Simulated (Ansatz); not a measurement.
Thermal properties of MgSe in the rock salt structure at 300 K from the quasi-harmonic free energy in Ansatz (plane waves, PAW), for several functionals and conditions. The first row is the reference, at zero pressure. 

| run | q mesh / k mesh | V (Å³/atom) | α_L (10⁻⁶/K) | bulk modulus B_T (GPa) | γ | C_P (J/mol/K) |
|---|---|---|---|---|---|---|
| LDA | 5×5×5 / 10×10×10 | 19.93 | 18.1 | 63.1 | 1.75 | 48.4 |
| r2SCAN (phonon mesh 4×4×4) | 4×4×4 / 8×8×8 | 20.86 | [?] | [?] | 1.84 | 48.7 |
| LDA, pressure 5 GPa | 5×5×5 / 10×10×10 | 18.62 | 12.4 | 84.3 | 1.52 | 47.1 |

**Question.** Complete the blanks.

**Answer.** 
- r2SCAN (phonon mesh 4×4×4), α_L (10⁻⁶/K): 19.3
- r2SCAN (phonon mesh 4×4×4), bulk modulus B_T (GPa): 59.9

The crystal is held in this phase throughout; melting and phase transitions are not modelled.

The PAW data sets were generated under PBE and serve the other functionals too.

Ansatz is an electronic-structure program.
